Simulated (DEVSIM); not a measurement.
System: In0.49Ga0.51P/GaAs n-p heterojunction, at 300 K.

| layer (left to right) | material | thickness (μm) | Nd (cm⁻³) | Na (cm⁻³) | τn (s) | τp (s) |
|---|---|---|---|---|---|---|
| 1 | In0.49Ga0.51P | 0.110 | 3.4e16 | - | 6.6e-10 | 6.6e-10 |
| 2 | GaAs | 1.10 | - | 2.2e16 | 6.6e-10 | 6.6e-10 |

Left contact: ohmic. Right contact: ohmic. Voltage is applied to the left contact. Recombination: SRH at mid-gap, radiative. Mobility is μmin + (μ − μmin)/(1 + (N/Nref)^α).

This is a model device: material constants are rounded textbook-type values typed into the input, and sizes, dopings and lifetimes were drawn at random. Values at 300 K.

| parameter | In0.49Ga0.51P | GaAs |
|---|---|---|
| gap (eV) | 1.89 | 1.424 |
| affinity (eV) | 4 | 4.07 |
| permittivity | 11.8 | 12.9 |
| Nc (cm⁻³) | 9e17 | 4.7e17 |
| Nv (cm⁻³) | 1.3e19 | 9e18 |
| μn (cm²/Vs) | 1500 | 8500 |
| μp (cm²/Vs) | 80 | 400 |
| μn,min | 400 | 500 |
| μp,min | 15 | 20 |
| Nref,n | 2e16 | 6e16 |
| Nref,p | 1.5e17 | 1.5e17 |
| αn | 0.7 | 0.39 |
| αp | 0.8 | 0.38 |
| B (cm³/s) | 1e-10 | 2e-10 |

Model (solved in DEVSIM): 1D drift-diffusion, Boltzmann statistics, complete ionisation; no tunnelling, impact ionisation, image-force lowering or self-heating. Band offsets follow the typed affinities; no thermionic-emission limit at abrupt steps, no polarisation charge.

Problem. Tabulate band edges, carrier densities and field at zero bias.

Solution. Energies count from the Fermi level of the right contact; mesh points crowd at the junctions.

```json
[
 {"x (μm)": "0.000", "Ec (eV)": "0.085", "Ev (eV)": "-1.805", "n (cm⁻³)": "3.4e16", "p (cm⁻³)": "< 1e2", "field (V/cm)": "22000"},
 {"x (μm)": "0.004292", "Ec (eV)": "0.094", "Ev (eV)": "-1.796", "n (cm⁻³)": "2.4e16", "p (cm⁻³)": "< 1e2", "field (V/cm)": "22000"},
 {"x (μm)": "0.01207", "Ec (eV)": "0.112", "Ev (eV)": "-1.778", "n (cm⁻³)": "1.2e16", "p (cm⁻³)": "< 1e2", "field (V/cm)": "24000"},
 {"x (μm)": "0.02617", "Ec (eV)": "0.150", "Ev (eV)": "-1.740", "n (cm⁻³)": "2.7e15", "p (cm⁻³)": "< 1e2", "field (V/cm)": "30000"},
 {"x (μm)": "0.06136", "Ec (eV)": "0.287", "Ev (eV)": "-1.603", "n (cm⁻³)": "1.4e13", "p (cm⁻³)": "< 1e2", "field (V/cm)": "48000"},
 {"x (μm)": "0.08554", "Ec (eV)": "0.418", "Ev (eV)": "-1.472", "n (cm⁻³)": "8.4e10", "p (cm⁻³)": "< 1e2", "field (V/cm)": "61000"},
 {"x (μm)": "0.09887", "Ec (eV)": "0.504", "Ev (eV)": "-1.386", "n (cm⁻³)": "3.1e9", "p (cm⁻³)": "< 1e2", "field (V/cm)": "68000"},
 {"x (μm)": "0.1080", "Ec (eV)": "0.568", "Ev (eV)": "-1.322", "n (cm⁻³)": "2.6e8", "p (cm⁻³)": "< 1e2", "field (V/cm)": "72000"},
 {"x (μm)": "0.1116", "Ec (eV)": "0.523", "Ev (eV)": "-0.901", "n (cm⁻³)": "7.7e8", "p (cm⁻³)": "6600", "field (V/cm)": "67000"},
 {"x (μm)": "0.1174", "Ec (eV)": "0.562", "Ev (eV)": "-0.862", "n (cm⁻³)": "1.7e8", "p (cm⁻³)": "29000", "field (V/cm)": "65000"},
 {"x (μm)": "0.1286", "Ec (eV)": "0.632", "Ev (eV)": "-0.792", "n (cm⁻³)": "1.1e7", "p (cm⁻³)": "450000", "field (V/cm)": "61000"},
 {"x (μm)": "0.1600", "Ec (eV)": "0.810", "Ev (eV)": "-0.614", "n (cm⁻³)": "12000", "p (cm⁻³)": "4.3e8", "field (V/cm)": "52000"},
 {"x (μm)": "0.2100", "Ec (eV)": "1.030", "Ev (eV)": "-0.394", "n (cm⁻³)": "< 1e2", "p (cm⁻³)": "2.1e12", "field (V/cm)": "36000"},
 {"x (μm)": "0.3055", "Ec (eV)": "1.238", "Ev (eV)": "-0.186", "n (cm⁻³)": "< 1e2", "p (cm⁻³)": "6.9e15", "field (V/cm)": "8800"},
 {"x (μm)": "0.5737", "Ec (eV)": "1.268", "Ev (eV)": "-0.155", "n (cm⁻³)": "< 1e2", "p (cm⁻³)": "2.2e16", "field (V/cm)": "≈ 0"},
 {"x (μm)": "0.8593", "Ec (eV)": "1.268", "Ev (eV)": "-0.155", "n (cm⁻³)": "< 1e2", "p (cm⁻³)": "2.2e16", "field (V/cm)": "≈ 0"},
 {"x (μm)": "1.029", "Ec (eV)": "1.268", "Ev (eV)": "-0.155", "n (cm⁻³)": "< 1e2", "p (cm⁻³)": "2.2e16", "field (V/cm)": "≈ 0"},
 {"x (μm)": "1.117", "Ec (eV)": "1.268", "Ev (eV)": "-0.155", "n (cm⁻³)": "< 1e2", "p (cm⁻³)": "2.2e16", "field (V/cm)": "≈ 0"},
 {"x (μm)": "1.175", "Ec (eV)": "1.268", "Ev (eV)": "-0.155", "n (cm⁻³)": "< 1e2", "p (cm⁻³)": "2.2e16", "field (V/cm)": "≈ 0"},
 {"x (μm)": "1.194", "Ec (eV)": "1.268", "Ev (eV)": "-0.155", "n (cm⁻³)": "< 1e2", "p (cm⁻³)": "2.2e16", "field (V/cm)": "≈ 0"},
 {"x (μm)": "1.204", "Ec (eV)": "1.268", "Ev (eV)": "-0.155", "n (cm⁻³)": "< 1e2", "p (cm⁻³)": "2.2e16", "field (V/cm)": "≈ 0"},
 {"x (μm)": "1.210", "Ec (eV)": "1.268", "Ev (eV)": "-0.155", "n (cm⁻³)": "< 1e2", "p (cm⁻³)": "2.2e16", "field (V/cm)": "≈ 0"}
]
```
